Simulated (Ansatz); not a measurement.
For CdS (Fm-3m, No. 225; start mp-370; another space group than a measured phase of this formula), LDA (Ansatz, a quantum-chemistry and plane-wave program, PAW) gives:

```
Item                             Result
------------------------------  -------
equilibrium lattice constant a  5.339 Å
band gap at the PBEsol cell     0.00 eV
```

Question: What does r²SCAN in Ansatz (PAW) give for the same quantities?

Answer: 
- lattice constant a: 5.454 Å (rises by 2.2 %)
- band gap at the PBEsol cell: 0.75 eV (increases by 0.75 eV)

Changes are worked out from the printed values.

Unless a cell is named, each level is at its own relaxed cell (LDA 19.03, r²SCAN 20.28 Å³/atom).

Spin–orbit coupling is included only where a level's name says +SOC; with heavier elements it mostly lowers gaps and can invert bands. A gap of zero means that the bands touch or overlap. Density-functional gaps are differences of (generalised) Kohn–Sham levels.

Caveats: the relaxation could not lower the start's symmetry, so the cell can be a saddle point above a distorted one (LDA, r²SCAN). Ansatz's density-functional and Hartree–Fock values are scalar-relativistic unless marked +SOC, with PAW data made under PBE.

A start named mp-… is a Materials Project structure, which can be a computed phase never made.
